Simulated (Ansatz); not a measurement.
# A self-consistent single point of VW3 (I4mm, 4 atoms in the cell) with Ansatz

Level of theory: LDA (PW92), default PAW files made with PBE (plane waves; Ansatz, a quantum-chemistry and plane-wave program).

The input file:

Ansatz 0.2 input:
```yaml
crystal:
  lattice:
    - [0.000000, 3.109489, 3.109489]
    - [3.109489, 0.000000, 3.109489]
    - [3.109489, 3.109489, 0.000000]
  atoms:
    - { symbol: V, position: [0.008040, 0.008040, -0.008040] }
    - { symbol: W, position: [0.250000, 0.250000, 0.250000] }
    - { symbol: W, position: [0.750000, 0.750000, 0.750000] }
    - { symbol: W, position: [0.500000, 0.500000, 0.500000] }
basis:
  ecutwfc: 420.0
kpoints:
  mp_grid:
    grid: [9, 9, 9]
hamiltonian:
  xc: lda
  pseudopotentials:
    kind: paw
scf:
  occupations:
    method: gaussian
    width: 0.1
output:
  forces: true
  eigenvalues: true
  stress: true
```

Log, with long lists cut:

```
WARN ansatz: RAYON_NUM_THREADS=1 ignored (pool sized by the plan → 1); use --threads N
Pseudopotentials: kind: paw
Pseudopotential: V, paw, valence charge 13
Pseudopotential: W, paw, valence charge 14
Crystal: 4 atoms, lattice volume = 60.131 Å³
Basis set: ecut = 420 eV, 1211 PW (Γ)
Bands: 33, of which v1, the nominal top of the filled ones, is band 28 counted from 1 (27 counted from 0)
Symmetry: 8 space group operations
Space group: I4mm (ITA 107), of the structure as read, at distance tolerance 3.9e-5 Å
k-points: 75 of 729 (time reversal used)
PAW frozen core: V, regenerated for the run's functional, and the local potential with it
PAW frozen core: W, regenerated for the run's functional, and the local potential with it
Initial density: superposition of atomic densities (neutral atoms: chi_scale 0, normalization atom), corrected by the library's trained network
Initial wavefunctions: pseudopotential atomic-orbital guess
Eigensolver: davidson
Functional: x = slater, c = lda
SCF iter   1: F=—  HF=-33250.333501 eV  |F-HF|=—  |Δ(HF+E_count)|=         —  Δρ=6.76e-3  dr2=2.84e-2  ethr=1.77e-3  ⟨swp⟩=4.4  Hψ=9529  notcnv=0
all-band conjugate gradients solve this SCF's bands
preconditioner: auto → Kerker (q_TF=auto, 2.688 Å⁻¹)
SCF iter   2: F=—  HF=-33250.329668 eV  |F-HF|=—  |Δ(HF+E_count)|=   3.83e-3  Δρ=3.82e-3  dr2=7.20e-3  ethr=5.17e-5  ⟨swp⟩=1.1  Hψ=3107  notcnv=0
SCF iter   3: F=—  HF=-33250.328450 eV  |F-HF|=—  |Δ(HF+E_count)|=   1.22e-3  Δρ=5.81e-4  dr2=1.08e-4  ethr=1.31e-5  ⟨swp⟩=2.0  Hψ=3159  notcnv=0
SCF iter   4: F=—  HF=-33250.328436 eV  |F-HF|=—  |Δ(HF+E_count)|=   1.39e-5  Δρ=5.55e-5  dr2=1.50e-6  ethr=1.97e-7  ⟨swp⟩=2.0  Hψ=3186  notcnv=0
SCF iter   5: F=—  HF=-33250.328437 eV  |F-HF|=—  |Δ(HF+E_count)|=   3.74e-7  Δρ=1.26e-5  dr2=5.02e-8  ethr=2.73e-9  ⟨swp⟩=2.4  Hψ=3442  notcnv=0
SCF iter   6: F=-33250.328437 eV  HF=-33250.328437 eV  |F-HF|=4.53e-9  |Δ(HF+E_count)|=   7.97e-9  Δρ=3.04e-6  dr2=5.63e-9  ethr=9.13e-11  ⟨swp⟩=5.8  Hψ=9749  notcnv=0
SCF 1 converged in 6 iterations: F = -33250.328437 eV  dr2 = 5.63e-9
SCF converged after 6 iterations
Free energy (F): -33250.328437 eV
Harris-Foulkes:  -33250.328437 eV  (|F-HF|=4.53e-9)
Internal energy: -33250.321276 eV  (E = F + TS)
E sigma→0 (E₀):  -33250.324856 eV
Entropy (-TS):   -0.007161 eV (-1.790 meV/atom)
Fermi energy:    21.048142 eV
--- Per-component energies (eV) ---
  E_band       = -381.537591
  E_kinetic    = 1690.070347
  E_local      = -2679.598102  (includes V_loc(G=0)·N_el)
  E_nonlocal   = -21.931831
  E_hartree    = 1050.843530
  E_xc         = -925.661819
  E_vxc        = -883.268771  (∫ρ·V_xc dr)
  E_paw        = -25990.247998  (= ΣΔE_a)
  E_vpaw       = -588.495149  (= ΣTr[D̂ρ^β])
  E_aug_tail   = 0.000047  (compensation charges beyond the density's cutoff)
  E_ewald      = -6374.991058
  E_core_change = 1.195609  (= ΣΔE_core)
  E_smearing   = -0.007161  (= −TS)
  E_closure    = 0.000000  (closes the sum)
  Σ components = -33250.328437   (vs F -33250.328437, Δ=0.00e0)
--- Forces (eV/Å), atoms counted from 1 ---
  atom   1  V      0.00000000     0.00000000    -0.65971334
  atom   2  W     -0.00000000    -0.00000000     0.24795849
  atom   3  W      0.00000000     0.00000000     0.24795849
  atom   4  W      0.00000000     0.00000000     0.16378836
  max |Σ_I F_I| component: 8.00e-6 eV/Å
--- Stress (GPa, compression-positive) ---
       -6.848675       0.000000      -0.000000
        0.000000      -6.848675       0.000000
       -0.000000       0.000000      -6.738159
  P = ⅓ Tr σ = -6.8118 GPa (-68.118 kbar)
  The stress holds the Pulay correction. Without it, at fixed plane waves, as pw.x and ABINIT print it: P = -6.8607 GPa
--- Band table (eV; the first three rows and the last of 75) ---
  k-point 0: bands = ["-52.5892", "-52.4580", "-52.3793", "-42.2814", "-17.1036", "-17.1036", "-17.1024", "-16.8741", "-16.8741", "-16.8682", "-16.6416", "-16.6357", "-16.6357", "-16.1404", "-16.1382", "-16.1382", "12.2621", "15.9368", "15.9412", [...]
  k-point 1: bands = ["-52.5840", "-52.4591", "-52.3835", "-42.2816", "-17.1223", "-17.1199", "-17.1176", "-16.9100", "-16.8892", "-16.8790", "-16.6028", "-16.5974", "-16.5248", "-16.2023", "-16.1461", "-16.1445", "12.4805", "16.0762", "16.0801", [...]
  k-point 2: bands = ["-52.5695", "-52.4622", "-52.3951", "-42.2820", "-17.1875", "-17.1574", "-17.1566", "-16.9151", "-16.9132", "-16.8190", "-16.5160", "-16.5128", "-16.4109", "-16.3369", "-16.1661", "-16.1643", "13.1009", "16.4745", "16.4770", [...]
  k-point 74: bands = ["-52.4808", "-52.4776", "-52.4690", "-42.2831", "-17.4544", "-17.4347", "-16.9598", "-16.9029", "-16.6338", "-16.5956", "-16.5566", "-16.5008", "-16.4540", "-16.4298", "-16.1720", "-16.1453", "15.6013", "15.7154", "16.2169", [...]
```

The run converged in 6 iterations.

The starting cell comes from a database of computed structures (which also holds hypothetical and non-ambient phases and stackings), without a prior relaxation at this level. Its lattice was rescaled by up to half a per cent. One atom was moved a little off its site on purpose. Spin-orbit coupling is off. Spin polarisation is off. With a pressure of about -7 GPa the cell is away from its equilibrium volume at this level. Ansatz's pressure includes its estimate of the finite-basis (Pulay) stress.
